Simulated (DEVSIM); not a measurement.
Structure: Si/Ge p-n heterojunction, at 400 K.

Layer 1 from the left is Si, thickness (μm) 1.30, Na (cm⁻³) 7.2e16, τn (s) 2.2e-7, τp (s) 2.2e-7. Layer 2 from the left is Ge, thickness (μm) 1.70, Nd (cm⁻³) 5.2e16, τn (s) 2.2e-7, τp (s) 2.2e-7.

Left contact: ohmic. Right contact: ohmic. Voltage is applied to the left contact. Recombination: SRH at mid-gap, radiative. Mobility is constant in doping.

The device is made up for the run: typed textbook-type constants, with dimensions and the other settings drawn at random. Values at 300 K; Nc and Nv go as T^1.5, mobilities as T to minus their exponent, the gap by Varshni's rule with the affinity fixed.

Si: gap (eV) 1.124, affinity (eV) 4.05, permittivity 11.7, Nc (cm⁻³) 2.86e19, Nv (cm⁻³) 3.1e19, μn (cm²/Vs) 1417, μp (cm²/Vs) 470, T exponent of μn 2.3, T exponent of μp 2.2, B (cm³/s) 4.7e-15, Varshni α (eV/K) 0.000473, Varshni β (K) 636. Ge: gap (eV) 0.664, affinity (eV) 4, permittivity 16, Nc (cm⁻³) 1.04e19, Nv (cm⁻³) 6e18, μn (cm²/Vs) 3900, μp (cm²/Vs) 1900, T exponent of μn 1.66, T exponent of μp 2.33, B (cm³/s) 6.4e-14, Varshni α (eV/K) 0.000477, Varshni β (K) 235.

DEVSIM, 1D drift-diffusion, Boltzmann statistics, complete ionisation; no tunnelling, impact ionisation, image-force lowering or self-heating. Band offsets follow the typed affinities; no thermionic-emission limit at abrupt steps, no polarisation charge.

What does the simulation give for the largest field in the device at zero bias, the potential step across the device at zero bias?

largest field in the device at zero bias 94000 V/cm; potential step across the device at zero bias 0.725 V.
